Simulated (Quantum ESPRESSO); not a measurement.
Habitual settings against a tight run: LaSi (Cmcm, 8 atoms in the cell)

Self-consistent single point.

```xyz
8
Lattice="2.3200 -6.7769 0.0000 2.3200 6.7769 0.0000 0.0000 0.0000 6.6965" Properties=species:S:1:pos:R:3 pbc="T T T"
La     2.3200     3.0499     1.6741
La     2.3200    -3.0499     5.0224
La     2.3200    -0.6978     1.6741
La     2.3200     0.6978     5.0224
Si     2.3200     5.5392     6.2688
Si     2.3200    -5.5392     0.4277
Si     2.3200    -5.5392     2.9206
Si     2.3200     5.5392     3.7760
```

Method of the run: PBEsol, GBRV 1.5 ultrasoft (PBESOL) pseudopotentials (plane waves; Quantum ESPRESSO).

Base settings: ecutwfc = 40 Ry; ecutrho = 200 Ry; occupations = smearing; smearing = methfessel-paxton; degauss = 0.0073499 Ry; potentials = {La: la_pbesol_v1.uspp.F.UPF, Si: si_pbesol_v1.uspp.F.UPF}; K_POINTS = automatic 5 5 4 1 1 1; conv_thr = 1e-09 Ry; mixing_beta = 0.7.

Tight run (finer mesh or higher cutoff; not a proven limit): ecutwfc: 40 Ry → 56 Ry; ecutrho: 200 Ry → 280 Ry; conv_thr: 1e-09 Ry → 7.3e-11 Ry; K_POINTS: automatic 5 5 4 1 1 1 → automatic 7 7 6 1 1 1. It gave Fermi level (on the code's own zero) 10.37 eV; pressure -4.22 GPa; largest force (vector length) 0.104 eV/Å.

Quick runs, as changes from the base:
- A: ecutwfc: 40 Ry → 32 Ry; ecutrho: 200 Ry → 160 Ry; K_POINTS: automatic 5 5 4 1 1 1 → automatic 6 6 6 1 1 1
- B: ecutwfc: 40 Ry → 28 Ry; ecutrho: 200 Ry → 140 Ry; conv_thr: 1e-09 Ry → 7.3e-05 Ry; K_POINTS: automatic 5 5 4 1 1 1 → automatic 4 4 4 1 1 1
- C: ecutwfc: 40 Ry → 32 Ry; ecutrho: 200 Ry → 160 Ry; conv_thr: 1e-09 Ry → 7.3e-06 Ry; K_POINTS: automatic 5 5 4 1 1 1 → automatic 2 2 2 1 1 1

Energies are extrapolated to zero smearing width, which holds to low order in the width alone (under cold and Methfessel-Paxton smearing the free energy itself is taken).

The count of work is k-points × plane waves × bands × iterations; it is no time. Core times come from one kind of shared machine and are given to one figure; runs under 30 s give none.

The starting cell comes from a database of computed structures (which also holds hypothetical and non-ambient phases and stackings), without a prior relaxation at this level. Its lattice was rescaled by a random factor within 2.5 % of one. In the base run, with a pressure of about -4 GPa the cell is away from its equilibrium volume at this level.

| run | energy less tight (meV/atom) | largest miss in a force vector (eV/Å) | count of work / tight | core time / tight (rough) |
|---|---|---|---|---|
| A | 1.1 | 0.028 | 0.25 | 0.2 |
| B | 5.1 | 0.117 | 0.038 | 0.04 |
| C | 14.7 | 0.165 | 0.010 | 0.03 |

Among the runs at the tight run's level, the energy misses run from 1.1 to 14.7 meV/atom.

Left out of this page: 2 runs of the series outside the window shown, repeating another row's setting, or not comparable.
